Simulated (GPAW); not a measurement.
**A self-consistent single point of CoBiO₃ (P4mm, 5 atoms in the cell) with GPAW**

Method: PBEsol, GPAW PAW datasets PBEsol (made by gpaw-setup) (plane waves; GPAW 25.7.0).

The input file:

```python
from ase import Atoms
from ase.units import GPa
from gpaw import GPAW

atoms = Atoms(['Co', 'Bi', 'O', 'O', 'O'],
              cell=[[3.715874, 0.000000, 0.000000],
                    [0.000000, 3.715874, 0.000000],
                    [0.000000, 0.000000, 4.011582]],
              scaled_positions=[[0.500000, 0.500000, 0.622810],
                                [0.000000, 0.000000, 0.050960],
                                [0.500000, 0.000000, 0.696080],
                                [0.000000, 0.500000, 0.696080],
                                [0.500000, 0.500000, 0.162570]],
              pbc=True)

calc = GPAW(mode={'name': 'pw', 'ecut': 950},
            xc='PBEsol',
            kpts=(9, 9, 9),
            occupations={'name': 'fermi-dirac', 'width': 0.1},
            nbands=-9,
            convergence={'density': 1e-05, 'energy': 1e-05},
            symmetry={'symmorphic': False, 'tolerance': 0.0005},
            maxiter=120)

atoms.calc = calc

energy = atoms.get_potential_energy()
print('Energy (eV):', round(energy, 6))
forces = atoms.get_forces()
print('Forces (eV/Ang):')
print(forces.round(5))
stress = atoms.get_stress()
print('Stress (GPa, Voigt):', (stress / GPa).round(4))
```

Output (repeated stretches shortened):

```
Input parameters:
  convergence: {density: 1e-05,
                energy: 1e-05}
  kpts: [9 9 9]
  maxiter: 120
  mode: {ecut: 950,
         name: pw}
  nbands: -9
  occupations: {name: fermi-dirac,
                width: 0.1}
  symmetry: {symmorphic: False,
             tolerance: 0.0005}
  xc: PBEsol

species:
  Co:
    name: Cobalt
    Z: 27.0
    valence: 9
    core: 18
    charge: 0.0
    file: Co.PBEsol.gz

    # Using partial waves for Co as LCAO basis

  Bi:
    name: Bismuth
    Z: 83.0
    valence: 15
    core: 68
    charge: 0.0
    file: Bi.PBEsol.gz

    # Using partial waves for Bi as LCAO basis

  O:
    name: Oxygen
    Z: 8.0
    valence: 6
    core: 2
    charge: 0.0
    file: O.PBEsol.gz

    # Using partial waves for O as LCAO basis

Reference energy: -628664.657529  # eV

Spin-paired calculation

Convergence criteria:
 Maximum [total energy] change in last 3 cyles: 1e-05 eV / valence electron
 Maximum integral of absolute [dens]ity change: 1e-05 electrons / valence electron
 Maximum integral of absolute [eigenst]ate change: 4e-08 eV^2 / valence electron
 Maximum number of scf [iter]ations: 120

Symmetries present (total): 8
Symmetries with fractional translations: 0
729 k-points: 9 x 9 x 9 Monkhorst-Pack grid
75 k-points in the irreducible part of the Brillouin zone
       k-points in crystal coordinates                weights
   0:     0.00000000    0.00000000    0.00000000          1/729
   1:     0.00000000    0.00000000    0.11111111          2/729
   2:     0.00000000    0.00000000    0.22222222          2/729
   [... 7 lines left out ...]
          ...
  74:     0.44444444    0.44444444    0.44444444          8/729

Wave functions: Plane wave expansion
  Cutoff energy: 950.000 eV
  Number of coefficients (min, max): 3665, 3708
  Pulay-stress correction: 0.000000 eV/Ang^3 (de/decut=0.000000)

Occupation numbers: Fermi-Dirac:
  width: 0.1000  # eV

Eigensolver

Densities:
  Coarse grid: 27*27*30 grid
  Fine grid: 54*54*60 grid
  Total Charge: 0.000000

Density mixing:
  Method: separate
  Backend: pulay
  Linear mixing parameter: 0.05
  old densities: 5
  Damping of long wavelength oscillations: 50

Hamiltonian:
  XC and Coulomb potentials evaluated on a 54*54*60 grid
  External potential:
    NoExternalPotential

XC parameters: PBEsol with 2 nearest neighbor stencil

Number of atoms: 5
Number of atomic orbitals: 30
Number of bands in calculation: 30
Number of valence electrons: 42
Bands to converge: occupied

Density initialized from atomic densities
  30 bands from LCAO basis set

Atomic positions and initial magnetic moments

Positions:
   0 Co     1.857937    1.857937    2.498453    ( 0.0000,  0.0000,  0.0000)
   1 Bi     0.000000    0.000000    0.204430    ( 0.0000,  0.0000,  0.0000)
   2 O      1.857937    0.000000    2.792382    ( 0.0000,  0.0000,  0.0000)
   3 O      0.000000    1.857937    2.792382    ( 0.0000,  0.0000,  0.0000)
   4 O      1.857937    1.857937    0.652163    ( 0.0000,  0.0000,  0.0000)

Unit cell:
           periodic     x           y           z      points  spacing
  1. axis:    yes    3.715874    0.000000    0.000000    27     0.1376
  2. axis:    yes    0.000000    3.715874    0.000000    27     0.1376
  3. axis:    yes    0.000000    0.000000    4.011582    30     0.1337

  Lengths:   3.715874   3.715874   4.011582
  Angles:   90.000000  90.000000  90.000000

Effective grid spacing dv^(1/3) = 0.1363

     iter     time        total  log10-change:
                         energy   eigst   dens
iter:   1 --:--:--   -39.306084
iter:   2 --:--:--   -38.241894   -1.30  -1.01
iter:   3 --:--:--   -36.014750   -1.20  -1.08
iter:   4 --:--:--   -35.762763   -1.76  -1.41
iter:   5 --:--:--   -35.962777   -1.53  -1.48
iter:   6 --:--:--   -35.763921   -2.34  -1.67
iter:   7 --:--:--   -35.582136   -1.86  -1.74
iter:   8 --:--:--   -35.580486   -3.29  -2.52
iter:   9 --:--:--   -35.580300   -4.39  -2.63
iter:  10 --:--:--   -35.578954   -4.06  -2.66
iter:  11 --:--:--   -35.578830   -4.98  -3.05
iter:  12 --:--:--   -35.578851c  -5.51  -3.16
iter:  13 --:--:--   -35.578980c  -5.19  -3.19
iter:  14 --:--:--   -35.578900c  -5.78  -3.27
iter:  15 --:--:--   -35.578892c  -6.56  -3.36
iter:  16 --:--:--   -35.578899c  -5.60  -3.39
iter:  17 --:--:--   -35.578867c  -5.81  -3.68
iter:  18 --:--:--   -35.578860c  -6.67  -3.75
iter:  19 --:--:--   -35.578816c  -5.89  -3.78
iter:  20 --:--:--   -35.578809c  -6.79  -4.22
iter:  21 --:--:--   -35.578808c  -7.74c -4.34
iter:  22 --:--:--   -35.578815c  -7.29  -4.38
iter:  23 --:--:--   -35.578816c  -7.85c -4.54
iter:  24 --:--:--   -35.578815c  -8.21c -4.60
iter:  25 --:--:--   -35.578815c  -8.75c -4.73
iter:  26 --:--:--   -35.578816c  -8.14c -4.78
iter:  27 --:--:--   -35.578815c  -8.75c -4.98
iter:  28 --:--:--   -35.578815c  -9.24c -5.42c

Converged after 28 iterations.

Dipole moment: (0.000000, 0.000000, -6.025474) |e|*Ang

Energy contributions relative to reference atoms: (reference = -628664.657529)

Kinetic:        +56.049147
Potential:      -51.791155
External:        +0.000000
XC:             -38.768439
Entropy (-ST):   -0.091325
Local:           -1.022706
SIC:             +0.000000
--------------------------
Free energy:    -35.624477
Extrapolated:   -35.578815

Showing only first 2 kpts
 Kpt  Band  Eigenvalues  Occupancy
  0    19      8.09714    1.99923
  0    20      8.09714    1.99923
  0    21      8.78788    1.44592
  0    22      8.81084    1.34942

  1    19      8.17499    1.99833
  1    20      8.17499    1.99833
  1    21      8.80714    1.36558
  1    22      9.06128    0.28989

Fermi level: 8.88380

No gap
No difference between direct/indirect transitions
Energy (eV): -35.578815

Forces in eV/Ang:
  0 Co   -0.00000    0.00000   -0.19776
  1 Bi    0.00000    0.00000    0.10008
  2 O     0.00000    0.00000    0.14740
  3 O     0.00000    0.00000    0.14740
  4 O     0.00000    0.00000   -0.19638

Stress tensor:
    -0.003106     0.000000    -0.000000
     0.000000    -0.003106     0.000000
    -0.000000     0.000000    -0.013023
Stress (GPa, Voigt): [-0.4977 -0.4977 -2.0865  0.     -0.      0.    ]
```

The run converged in 28 iterations. GPAW prints stress with tension positive.

At such cutoffs GPAW's stress carries a finite-basis (Pulay) error, which enters relaxed cells too; its log prints stress with tension positive.

The starting cell comes from a database of computed structures (which also holds hypothetical and non-ambient phases and stackings), without a prior relaxation at this level. Its lattice was rescaled by a random factor within 2.5 % of one. Spin-orbit coupling is off. Spin polarisation is off, so a magnetic state, if there is one, cannot be reached.

Cost on one core of a shared machine: roughly 3 min.
